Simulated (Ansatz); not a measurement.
```
InP
1.0
    0.00000     2.77860     2.77860
    2.77860     0.00000     2.77860
    2.77860     2.77860     0.00000
P In
1 1
Cartesian
  4.16790   4.16790   4.16790
  0.00000   0.00000   0.00000
```

No spin polarisation.

Level of theory: PBEsol/PAW in Ansatz (a first-principles code), no spin-orbit coupling, earlier PAW set. k-mesh 10×10×10 (Γ-centred); smearing 0.05 eV (Fermi–Dirac).

Q: Predict the width of the top valence band, pressure and gap character.

A: 
```json
{
  "width_of_the_top_valence_band": "3.75 eV",
  "pressure": "16.57 GPa",
  "gap_character": "indirect, Γ → X"
}
```

The cells carry an imposed strain or load. Stability against distortions was not tested. The cell was made from InP in the zinc blende structure (space group F-43m, No. 216) by this change: isotropic strain −5.47 %.
